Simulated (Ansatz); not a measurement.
Results of LDA (PAW; Ansatz, a quantum-chemistry and plane-wave program) for C (model structure, P6/m, No. 175, 24 atoms in the cell).

Numerical settings: plane-wave cutoff 520 eV, 6×6×14 k mesh (along the axes of the cell as run), Fermi–Dirac smearing 0.01 eV, scalar-relativistic PAW data made under PBE.

Cell (relaxed at this level):

```cif
data_C24
_chemical_formula_sum 'C24'
_space_group_name_H-M_alt 'P 1'
_space_group_IT_number 1
_cell_length_a 11.23534
_cell_length_b 11.23534
_cell_length_c 2.44394
_cell_angle_alpha 90.000
_cell_angle_beta 90.000
_cell_angle_gamma 120.000
loop_
_space_group_symop_operation_xyz
  'x, y, z'
loop_
_atom_site_label
_atom_site_type_symbol
_atom_site_fract_x
_atom_site_fract_y
_atom_site_fract_z
_atom_site_occupancy
C1 C 0.35525 0.98602 0.00000 1
C2 C 0.40980 0.12995 0.00000 1
C3 C 0.41866 0.19719 0.50000 1
C4 C 0.39795 0.31141 0.50000 1
C5 C 0.36923 0.35525 0.00000 1
C6 C 0.27985 0.40980 0.00000 1
C7 C 0.22147 0.41866 0.50000 1
C8 C 0.08654 0.39795 0.50000 1
C9 C 0.01398 0.36923 0.00000 1
C10 C 0.87005 0.27985 0.00000 1
C11 C 0.80281 0.22147 0.50000 1
C12 C 0.68859 0.08654 0.50000 1
C13 C 0.64475 0.01398 0.00000 1
C14 C 0.59020 0.87005 0.00000 1
C15 C 0.58134 0.80281 0.50000 1
C16 C 0.60205 0.68859 0.50000 1
C17 C 0.63077 0.64475 0.00000 1
C18 C 0.72015 0.59020 0.00000 1
C19 C 0.77853 0.58134 0.50000 1
C20 C 0.91346 0.60205 0.50000 1
C21 C 0.98602 0.63077 0.00000 1
C22 C 0.12995 0.72015 0.00000 1
C23 C 0.19719 0.77853 0.50000 1
C24 C 0.31141 0.91346 0.50000 1
```

Problem. What does this level give for the band gap and direct gap at Γ?

Solution. 
- band gap = 0.87 eV (on the SCF k mesh)
- direct gap at Γ = 3.93 eV

Note: the relaxation could raise the start's symmetry but not lower it, so the cell can be a saddle point.

It cost around 11 core-minutes (rough) of CPU time.

A model structure was made by putting elements into a prototype or built by hand; it is no filed structure, need not be a known phase, and can be a saddle point held by its symmetry.
